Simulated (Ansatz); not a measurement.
The reference is Si in the diamond structure (space group Fd-3m, No. 227; a = 5.4441 Å).

Level of theory: r2SCAN (Ansatz, a first-principles code, PAW, spin-orbit coupling left out), earlier PAW set.

One change was made to it. Results:

The valley order (the lowest conduction-band minima on the path, energy above the VBM, named in the base's zone) goes from a point along ⟨100⟩, about 1.0 Å⁻¹ from Γ 0.78 eV; L along ⟨111⟩ 1.84 eV to a point along ⟨100⟩, about 1.0 Å⁻¹ from Γ 0.65 eV; L along ⟨111⟩ 2.10 eV; the density rises by 0.16 g/cm³ to 2.47 g/cm³.

**Question.** Which of these changes matches the shifts?
A. pressure 0.7 GPa
B. pressure 7.5 GPa
C. pressure −2 GPa
D. pressure −1 GPa

**Answer.** B, pressure 7.5 GPa. For comparison, the valley order in the other runs: pressure 0.7 GPa gives a point along ⟨100⟩, about 1.0 Å⁻¹ from Γ 0.76 eV; L along ⟨111⟩ 1.87 eV; pressure −2 GPa gives a point along ⟨100⟩, about 1.0 Å⁻¹ from Γ 0.81 eV; L along ⟨111⟩ 1.76 eV; pressure −1 GPa gives a point along ⟨100⟩, about 1.0 Å⁻¹ from Γ 0.79 eV; L along ⟨111⟩ 1.80 eV.

The levels and masses belong to the bands next to the band gap. Load acts through the strain it causes; cell and atoms are relaxed under it. Stability against distortions was not tested. Tetrahedral semiconductors of this kind turn to denser phases somewhere between about 1 and 50 GPa; those were not computed, so compressed cells here can lie past the real transition.
